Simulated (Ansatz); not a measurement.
# Ansatz run on NaGa (Cmcm, 4 atoms in the cell): self-consistent single point

Computed with LDA (PW92), default PAW files made with PBE (plane waves; Ansatz, a first-principles code).

This input was run:

Ansatz 0.2 input:
```yaml
crystal:
  lattice:
    - [3.01918000, -3.38664900, 0.00000000]
    - [3.01918000, 3.38664900, 0.00000000]
    - [0.00000000, 0.00000000, 4.88305700]
  atoms:
    - { symbol: Na, position: [0.63461000, 0.36539000, 0.25000000] }
    - { symbol: Na, position: [0.36539000, 0.63461000, 0.75000000] }
    - { symbol: Ga, position: [0.08656000, 0.91344000, 0.25000000] }
    - { symbol: Ga, position: [0.91344000, 0.08656000, 0.75000000] }
basis:
  ecutwfc: 30.9 Ry
kpoints:
  mp_grid: { grid: [7, 7, 7] }
hamiltonian:
  xc: lda
  pseudopotentials: { kind: paw }
scf:
  occupations: { method: gaussian, width: 0.0073 Ry }
output:
  forces: true
  eigenvalues: true
  stress: true
```

Output, abridged:

```
WARN ansatz: RAYON_NUM_THREADS=1 ignored (pool sized by the plan → 1); use --threads N
Pseudopotentials: kind: paw
Pseudopotential: Na, paw, valence charge 9
Pseudopotential: Ga, paw, valence charge 13
Crystal: 4 atoms, lattice volume = 99.858 Å³
Basis set: ecut = 420.4159175005146 eV, 1937 PW (Γ)
Bands: 27, of which v1, the nominal top of the filled ones, is band 22 counted from 1 (21 counted from 0)
Symmetry: 8 space group operations
Space group: Cmcm (ITA 63), of the structure as read, at distance tolerance 4.6e-5 Å
k-points: 64 of 343
PAW frozen core: Na, regenerated for the run's functional, and the local potential with it
PAW frozen core: Ga, regenerated for the run's functional, and the local potential with it
Initial density: superposition of atomic densities (neutral atoms: chi_scale 0, normalization atom), corrected by the library's trained network
Initial wavefunctions: pseudopotential atomic-orbital guess
Eigensolver: davidson
Functional: x = slater, c = lda
SCF iter   1: F=—  HF=-10346.726597 eV  |F-HF|=—  |Δ(HF+E_count)|=         —  Δρ=6.49e-3  dr2=2.62e-2  ethr=1.77e-3  ⟨swp⟩=5.8  Hψ=6959  notcnv=0
all-band conjugate gradients solve this SCF's bands
preconditioner: auto → Kerker (q_TF=auto, 2.380 Å⁻¹)
SCF iter   2: F=—  HF=-10346.712977 eV  |F-HF|=—  |Δ(HF+E_count)|=   1.36e-2  Δρ=2.70e-3  dr2=7.26e-3  ethr=5.96e-5  ⟨swp⟩=2.0  Hψ=2752  notcnv=0
SCF iter   3: F=—  HF=-10346.711279 eV  |F-HF|=—  |Δ(HF+E_count)|=   1.70e-3  Δρ=8.03e-4  dr2=1.42e-3  ethr=1.65e-5  ⟨swp⟩=3.0  Hψ=3116  notcnv=0
SCF iter   4: F=—  HF=-10346.711214 eV  |F-HF|=—  |Δ(HF+E_count)|=   6.46e-5  Δρ=4.84e-4  dr2=1.51e-4  ethr=3.24e-6  ⟨swp⟩=2.0  Hψ=2593  notcnv=0
SCF iter   5: F=—  HF=-10346.710995 eV  |F-HF|=—  |Δ(HF+E_count)|=   2.19e-4  Δρ=1.52e-4  dr2=2.23e-5  ethr=3.43e-7  ⟨swp⟩=2.0  Hψ=2496  notcnv=0
SCF iter   6: F=—  HF=-10346.711000 eV  |F-HF|=—  |Δ(HF+E_count)|=   5.43e-6  Δρ=3.98e-5  dr2=1.61e-6  ethr=5.06e-8  ⟨swp⟩=2.2  Hψ=2500  notcnv=0  defer=1
SCF iter   7: F=—  HF=-10346.711001 eV  |F-HF|=—  |Δ(HF+E_count)|=   3.50e-8  Δρ=1.87e-5  dr2=2.41e-7  ethr=3.66e-9  ⟨swp⟩=2.0  Hψ=2942  notcnv=0  defer=1
SCF iter   8: F=-10346.711000 eV  HF=-10346.711000 eV  |F-HF|=7.90e-9  |Δ(HF+E_count)|=   1.61e-7  Δρ=2.23e-6  dr2=1.05e-8  ethr=2.27e-10  ⟨swp⟩=6.9  Hψ=6716  notcnv=0
SCF 1 converged in 8 iterations: F = -10346.711000 eV  dr2 = 1.05e-8
SCF converged after 8 iterations
Free energy (F): -10346.711000 eV
Harris-Foulkes:  -10346.711000 eV  (|F-HF|=7.90e-9)
Internal energy: -10346.698970 eV  (E = F + TS)
E sigma→0 (E₀):  -10346.704985 eV
Entropy (-TS):   -0.012030 eV (-3.007 meV/atom)
Fermi energy:    4.566732 eV
--- Per-component energies (eV) ---
  E_band       = -623.817387
  E_kinetic    = 470.076709
  E_local      = -6867.762852  (includes V_loc(G=0)·N_el)
  E_nonlocal   = 1079.534345
  E_hartree    = 2901.165434
  E_xc         = -212.849059
  E_vxc        = -214.613592  (∫ρ·V_xc dr)
  E_paw        = -4306.085983  (= ΣΔE_a)
  E_vpaw       = -893.382334  (= ΣTr[D̂ρ^β])
  E_aug_tail   = -0.000277  (compensation charges beyond the density's cutoff)
  E_ewald      = -3414.516027
  E_core_change = 3.738740  (= ΣΔE_core)
  E_smearing   = -0.012030  (= −TS)
  E_closure    = -0.000000  (closes the sum)
  Σ components = -10346.711000   (vs F -10346.711000, Δ=0.00e0)
--- Forces (eV/Å), atoms counted from 1 ---
  atom   1  Na     0.00000000    -0.13754475     0.00000000
  atom   2  Na    -0.00000000     0.13754475     0.00000000
  atom   3  Ga     0.00000000     0.22130045     0.00000000
  atom   4  Ga    -0.00000000    -0.22130045     0.00000000
  max |Σ_I F_I| component: 2.78e-17 eV/Å
--- Stress (GPa, compression-positive) ---
       -1.220920      -0.000000       0.000000
       -0.000000      -1.555860      -0.000000
        0.000000      -0.000000      -4.124741
  P = ⅓ Tr σ = -2.3005 GPa (-23.005 kbar)
  The stress holds the Pulay correction. Without it, at fixed plane waves, as pw.x and ABINIT print it: P = -2.3089 GPa
--- Band table (eV; the first three rows and the last of 64) ---
  k-point 0: bands = ["-47.3874", "-47.3770", "-19.9528", "-19.9175", "-19.8871", "-19.8796", "-19.8772", "-19.8695", "-10.3552", "-10.2965", "-10.2939", "-10.2858", "-10.2712", "-10.2610", "-10.2210", "-10.1672", "-10.1546", "-10.1518", "-3.3822", [...]
  k-point 1: bands = ["-47.3869", "-47.3776", "-19.9520", "-19.9203", "-19.8866", "-19.8783", "-19.8777", "-19.8692", "-10.3583", "-10.3214", "-10.2974", "-10.2752", "-10.2740", "-10.2512", "-10.2425", "-10.1558", "-10.1407", "-10.1392", "-3.2566", [...]
  k-point 2: bands = ["-47.3854", "-47.3790", "-19.9492", "-19.9273", "-19.8852", "-19.8790", "-19.8753", "-19.8689", "-10.3668", "-10.3516", "-10.3003", "-10.2813", "-10.2723", "-10.2646", "-10.2305", "-10.1673", "-10.1096", "-10.1057", "-2.8796", [...]
  k-point 63: bands = ["-47.3832", "-47.3810", "-19.9466", "-19.9402", "-19.8865", "-19.8816", "-19.8707", "-19.8681", "-10.3736", "-10.3697", "-10.2875", "-10.2796", "-10.2778", "-10.2762", "-10.2107", "-10.1886", "-10.0874", "-10.0868", "-1.3030", [...]
```

The run converged in 8 iterations.

The starting cell comes from a database of computed structures (which also holds hypothetical and non-ambient phases and stackings), without a prior relaxation at this level. Its lattice was rescaled by up to half a per cent. Ansatz's pressure includes its estimate of the finite-basis (Pulay) stress.
